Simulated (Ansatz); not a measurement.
The reference is Bi₂Te₃ in the Bi2Te3 type structure (space group R-3m, No. 166; a = 4.387 Å, c = 30.290 Å (hexagonal axes)).

(Cell as relaxed with PBE-D3(BJ).)

Levels (all Ansatz, an electronic-structure program, PAW, earlier PAW set): PBE-D3(BJ) (420 eV, no spin-orbit coupling); r2SCAN+rVV10 (500 eV, scalar-relativistic without spin-orbit coupling).

Each level relaxes its own structure.

```csv
base,PBE-D3(BJ),r2SCAN+rVV10
volume per atom,33.66 Å³,35.01 Å³
lattice parameter a,4.387 Å,4.396 Å
band gap,0.27 eV,0.68 eV
```

The change: full substitution Te → Se; the structure is relaxed again.

```tsv
quantity	PBE-D3(BJ)	r2SCAN+rVV10
hole mass	0.096 mₑ along c, 0.13 mₑ across (at Γ)	0.39 mₑ along c, 0.24 mₑ across (at Γ)
valence-band top at Γ (three highest levels, from the VBM)	0.00, -1.25, -1.25 eV	0.00, -1.23, -1.23 eV
shift of the gap caused by the change	-0.10 eV	-0.08 eV
band gap	0.16 eV	0.60 eV
electron mass	0.095 mₑ (at Γ)	0.46 mₑ along c, 0.11 mₑ across (at Γ)
```

PBE-D3(BJ)'s shift of the gap caused by the change lies 0.02 eV below r2SCAN+rVV10's; PBE-D3(BJ)'s band gap lies 0.44 eV below r2SCAN+rVV10's. Neither level is exact; r2SCAN+rVV10 is the comparison here, not a measurement.

Spin-orbit coupling, missing from the scalar runs, can matter with Bi and Te. Masses are band curvatures over ±0.01 Å⁻¹ around the edge. Stability against distortions was not tested. The zero or small gap of Bi2Se3 and Bi2Te3 can change with the level of theory.
